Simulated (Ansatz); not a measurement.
Here is the system:

```yaml
crystal:
  lattice:
    - [3.12032, 0.00000, 0.00000]
    - [-1.56016, 2.70227, 0.00000]
    - [0.00000, 0.00000, 5.93168]
  atoms:
    - { symbol: Cd, position: [0.66667, 0.33333, 0.75000] }
    - { symbol: Cd, position: [0.33333, 0.66667, 0.25000] }
```

No spin polarisation.

Calculations: plane-wave PAW DFT at the PBE level (Ansatz, an electronic-structure program, 420 eV), no spin-orbit coupling. k-mesh 22×22×10 (Γ-centred); smearing 0.1 eV (Fermi–Dirac).

Problem. Predict the pressure, space group and band gap.

Solution. 
- Pressure (mean of the normal stresses, compression positive): -2.9 GPa
- Space group: P6_3/mmc (No. 194)
- Band gap: zero

The cells carry an imposed strain or load. No phonon test of stability was made. The cell was made from Cd in the hcp (Mg type) structure (space group P6_3/mmc, No. 194) by this change: isotropic strain +3.00 %.
